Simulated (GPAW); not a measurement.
Band structure of EuMg₂Bi₂ (P-3m1, 5 atoms in the cell).

```xyz
5
Lattice="4.8311 0.0000 0.0000 -2.4156 4.1839 0.0000 0.0000 0.0000 7.8879" Properties=species:S:1:pos:R:3 pbc="T T T"
Eu     0.0000     0.0000     0.0000
Mg     2.4156     1.3946     4.9731
Mg     0.0000     2.7892     2.9148
Bi     2.4156     1.3946     1.9639
Bi     0.0000     2.7892     5.9240
```
Moments meant for the start (each program seeds them in its own way; μB, in the order of the atoms Eu Mg Mg Bi Bi): 7.0 0.0 0.0 0.0 0.0.

Computed with LDA (Perdew-Wang 92), GPAW PAW datasets LDA (gpaw-data 1.0.1) (plane waves; GPAW).

Settings: spinpol = true; mode = pw; ecut = 850 eV; xc = LDA; kpts = 4 4 2; mesh shift (steps) = 0 0 0; occupations.name = methfessel-paxton; occupations.width = 0.1 eV; occupations.order = 0; nbands = -11; convergence.density = 1e-05 e/electron; convergence.energy = 1e-05 eV/electron; symmetry.symmorphic = false; symmetry.tolerance = 0.0005.

The starting cell comes from a database of computed structures (which also holds hypothetical and non-ambient phases and stackings), without a prior relaxation at this level. Its lattice was rescaled by a random factor within 2.5 % of one. Spin-orbit coupling is off. With one magnetic atom in the cell only a parallel order is possible. With U or open f shells several self-consistent states can exist. The f electrons are in the valence without U or exact exchange, which can misplace them near the Fermi level. Spin-orbit terms, which matter for f shells, are left out.

Levels in eV from the Fermi level, bands 34 to 41 of the first spin channel:
```
point     34     35     36     37    38    39    40    41
-----  -----  -----  -----  -----  ----  ----  ----  ----
Γ      -0.23  -0.17   0.07   0.08  0.08  0.49  1.28  1.55
M      -0.27  -0.27  -0.25  -0.21  0.02  1.71  1.85  2.85
K      -0.28  -0.26  -0.26  -0.26  1.27  2.07  2.07  2.45
A      -0.25  -0.23  -0.10  -0.10  0.29  1.21  1.42  1.42
L      -0.27  -0.27  -0.21  -0.15  0.34  0.95  0.99  1.84
H      -0.27  -0.26  -0.25  -0.25  1.14  1.14  2.17  2.85
```

Bands cross the Fermi level along this path, so the cell is metallic at this level.

The net moment of the cell came out as 6.96 μB.
